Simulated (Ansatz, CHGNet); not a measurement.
# A15 Nb3Sn (cubic form, which distorts at low temperature): properties by level of theory

Reference values: lattice constant a 5.289 Å (measured, temperature not stated, no zero-point or thermal correction; as tabulated in Priinits et al. (2024), arXiv:2406.00817); formation enthalpy -0.158 ± 0.02 eV/atom (measured, 298 K, copied from a table, unchecked, not corrected to a static lattice; as tabulated in Wang et al. (2021), doi:10.1038/s41598-021-94550-5).

```tsv
level (code)	lattice parameter a (Å)	enthalpy of formation (eV/atom)
CHGNet 0.3.0	5.332	(withheld)
LDA (Ansatz)	5.221	-0.215
BLYP (Ansatz)	5.393	-0.076
PBEsol-D3(BJ) (Ansatz)	5.197	-0.236
r²SCAN (Ansatz)	5.304	-0.260
r²SCAN-D4 (Ansatz)	(withheld)	(withheld)
```

**Question.** Some entries are withheld; supply them.

**Answer.** 
- CHGNet 0.3.0, enthalpy of formation (eV/atom): -0.205
- r²SCAN-D4 (Ansatz, an electronic-structure program), lattice parameter a (Å): 5.294
- r²SCAN-D4 (Ansatz), enthalpy of formation (eV/atom): -0.268

Differences from the reference values (errors of the level alone only where the reference is corrected to a static lattice):

| level | lattice constant a (%) | formation enthalpy (eV/atom) |
|---|---|---|
| CHGNet 0.3.0 | +0.81 | -0.047 |
| LDA | -1.29 | -0.057 |
| BLYP | +1.97 | +0.082 |
| PBEsol-D3(BJ) | -1.74 | -0.078 |
| r²SCAN | +0.28 | -0.102 |
| r²SCAN-D4 | +0.09 | -0.110 |

Nearest: lattice constant a, not ranked (reference at room or unstated temperature); formation enthalpy, not ranked (one source).

Machine-learned potentials (CHGNet 0.3.0) are trained on DFT data: a solid inside that data is no test of them.

Caveats: an element that serves as reference has a cell well above its measured volume (BLYP); symmetry holds this phase in the static calculation, where it need not be a minimum (LDA, BLYP, PBEsol-D3(BJ), r²SCAN, r²SCAN-D4). Ansatz's density-functional and Hartree–Fock values are scalar-relativistic unless marked +SOC, with PAW data made under PBE.

Differences are worked out from the printed values.

Static lattice: no zero-point or thermal effects.
